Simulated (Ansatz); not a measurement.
Ansatz (a program for electronic structure) run on InSe (P3m1, 8 atoms in the cell): self-consistent single point.

Level of theory: LDA (PW92), default PAW files made with PBE (plane waves; Ansatz).

The change in words: lattice scaled by 0.98; kpoints.mp_grid.grid: 6 6 1 → 6 6 2. Reference geometry:
```xyz
8
Lattice="4.0676 0.0000 0.0000 -2.0338 3.5226 0.0000 0.0000 0.0000 18.1423" Properties=species:S:1:pos:R:3 pbc="T T T"
In     0.0000     0.0000    10.5252
In     0.0000     0.0000     7.6671
In     0.0000     2.3484    16.7383
In     0.0000     2.3484     1.4040
Se     2.0338     1.1742    15.4754
Se     2.0338     1.1742     2.6669
Se     0.0000     2.3484    11.7384
Se     0.0000     2.3484     6.4039
```

Reference input (self-consistent single point, DFT, LDA (PW92), plane waves, default PAW files made with PBE): basis.ecutwfc = 30.9 Ry; kpoints.mp_grid.grid = 6 6 1; hamiltonian.xc = lda; hamiltonian.pseudopotentials = {kind: paw} (the program's default PAW files); scf.occupations.method = fixed. This run's input differs from it in these lines:

Ansatz 0.2 input:
```diff
@@ -3,14 +3,14 @@
   lattice:
-    - [4.06756700, 0.00000000, 0.00000000]
-    - [-2.03378300, 3.52261600, 0.00000000]
-    - [0.00000000, 0.00000000, 18.14232000]
+    - [3.98621600, 0.00000000, 0.00000000]
+    - [-1.99310700, 3.45216400, 0.00000000]
+    - [0.00000000, 0.00000000, 17.77947400]
   atoms:
-    - { symbol: In, position_ang: [0.00000000, 0.00000000, 10.52519438] }
-    - { symbol: In, position_ang: [0.00000000, 0.00000000, 7.66712586] }
-    - { symbol: In, position_ang: [-0.00000170, 2.34841184, 16.73828586] }
-    - { symbol: In, position_ang: [-0.00000170, 2.34841184, 1.40403414] }
-    - { symbol: Se, position_ang: [2.03378570, 1.17420416, 15.47539896] }
-    - { symbol: Se, position_ang: [2.03378570, 1.17420416, 2.66692104] }
-    - { symbol: Se, position_ang: [-0.00000170, 2.34841184, 11.73844389] }
-    - { symbol: Se, position_ang: [-0.00000170, 2.34841184, 6.40387611] }
+    - { symbol: In, position_ang: [0.00000000, 0.00000000, 10.31469072] }
+    - { symbol: In, position_ang: [0.00000000, 0.00000000, 7.51378351] }
+    - { symbol: In, position_ang: [-0.00000133, 2.30144382, 16.40352051] }
+    - { symbol: In, position_ang: [-0.00000133, 2.30144382, 1.37595349] }
+    - { symbol: Se, position_ang: [1.99311033, 1.15072018, 15.16589132] }
+    - { symbol: Se, position_ang: [1.99311033, 1.15072018, 2.61358268] }
+    - { symbol: Se, position_ang: [-0.00000133, 2.30144382, 11.50367527] }
+    - { symbol: Se, position_ang: [-0.00000133, 2.30144382, 6.27579873] }
 basis:
@@ -19,3 +19,3 @@
   mp_grid:
-    grid: [6, 6, 1]
+    grid: [6, 6, 2]
 hamiltonian:
```

Output (repeated stretches shortened):

```
SCF iter   1: F=—  HF=-43365.367725 eV  |F-HF|=—  |Δ(HF+E_count)|=         —  Δρ=6.77e-3  dr2=1.14e-1  ethr=1.77e-3  ⟨swp⟩=4.9  Hψ=3312  notcnv=0  defer=132
all-band conjugate gradients solve this SCF's bands
preconditioner: auto → Resta (q_TF=auto, 2.409 Å⁻¹)
SCF iter   2: F=—  HF=-43365.338651 eV  |F-HF|=—  |Δ(HF+E_count)|=   2.91e-2  Δρ=2.78e-3  dr2=1.08e-2  ethr=9.80e-5  ⟨swp⟩=3.2  Hψ=1699  notcnv=0  defer=140
   [... lines left out ...]
SCF iter   5: F=—  HF=-43365.336306 eV  |F-HF|=—  |Δ(HF+E_count)|=   9.15e-6  Δρ=1.16e-4  dr2=2.85e-4  ethr=3.59e-7  ⟨swp⟩=2.0  Hψ=1015  notcnv=0  defer=132
SCF iter   6: F=—  HF=-43365.336276 eV  |F-HF|=—  |Δ(HF+E_count)|=   3.02e-5  Δρ=4.36e-5  dr2=6.22e-6  ethr=2.46e-7  ⟨swp⟩=1.9  Hψ=966  notcnv=0  defer=104
SCF iter   7: F=—  HF=-43365.336314 eV  |F-HF|=—  |Δ(HF+E_count)|=   3.86e-5  Δρ=9.37e-6  dr2=5.16e-7  ethr=5.36e-9  ⟨swp⟩=2.0  Hψ=1086  notcnv=0  defer=104
SCF iter   8: F=-43365.336314 eV  HF=-43365.336314 eV  |F-HF|=3.06e-8  |Δ(HF+E_count)|=   1.38e-7  Δρ=3.52e-6  dr2=8.00e-8  ethr=8.62e-11  ⟨swp⟩=11.9  Hψ=4967  notcnv=0
SCF 1 converged in 8 iterations: F = -43365.336314 eV  dr2 = 8.00e-8
Free energy (F): -43365.336314 eV
Internal energy: -43365.336314 eV  (E = F + TS)
E sigma→0 (E₀):  -43365.336314 eV
Fermi energy:    6.199013 eV
--- Forces (eV/Å), atoms counted from 1 ---
  atom   1  In     0.00000000    -0.00000000    -0.70901407
  atom   2  In     0.00000000     0.00000000     0.38703140
  atom   3  In     0.00000000     0.00000000     0.16732926
  atom   4  In     0.00000000    -0.00000000    -0.15776209
  atom   5  Se    -0.00000000    -0.00000000    -0.20669733
  atom   6  Se     0.00000000     0.00000000     0.19729561
  atom   7  Se    -0.00000000     0.00000000     0.51834327
  atom   8  Se    -0.00000000    -0.00000000    -0.19654593
--- Stress (GPa, compression-positive) ---
        0.075593       0.000000       0.000000
        0.000000       0.075593       0.000000
        0.000000       0.000000      -0.474979
  P = ⅓ Tr σ = -0.1079 GPa (-1.079 kbar)
  The stress holds the Pulay correction. Without it, at fixed plane waves, as pw.x and ABINIT print it: P = -0.1343 GPa
```

The run converged in 8 iterations. Against the reference run the free energy goes down by 18.9 meV/atom, the pressure goes from -2.72 to -0.11 GPa, the largest force goes from 0.460 to 0.709 eV/Å and the gap on the mesh goes from 0.421 to 0.571 eV.

The starting cell comes from a database of computed structures (which also holds hypothetical and non-ambient phases and stackings), without a prior relaxation at this level. Its lattice was rescaled by up to half a per cent. One atom was moved a little off its site on purpose. For this run, on top of that: lattice scaled by 0.98. Ansatz's pressure includes its estimate of the finite-basis (Pulay) stress.
